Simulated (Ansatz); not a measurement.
The starting structures come from a database of crystals and need not be the phases stable at ambient conditions.

By PBEsol, the system below comes out a metal.

The ballistic (Sharvin) conductance counts the channels at the Fermi level: G/A = (e²/h) × channels of both spins per area.

Given:

```
Ta2H
1.0
    2.92984     0.00000     0.00000
    0.00000     4.75857     0.00000
    0.90918     0.00000     2.78520
Ta H
2 1
Direct
  0.00000   0.26457   0.50000
  0.50000   0.73543   0.00000
  0.00000   0.00000   0.00000
```

Space group of this cell: C222. The cell is taken as given; by PBEsol its mean pressure is -4.2 GPa.

The current flows along the normal of the first two printed cell vectors. No spin-orbit coupling; the value is a mean over 0.1 eV about the Fermi level.

Q: Predict the ballistic conductance per area from Ansatz (a first-principles code) with PBEsol.

A: 0.85 × 10¹⁵ S/m² for both spins.
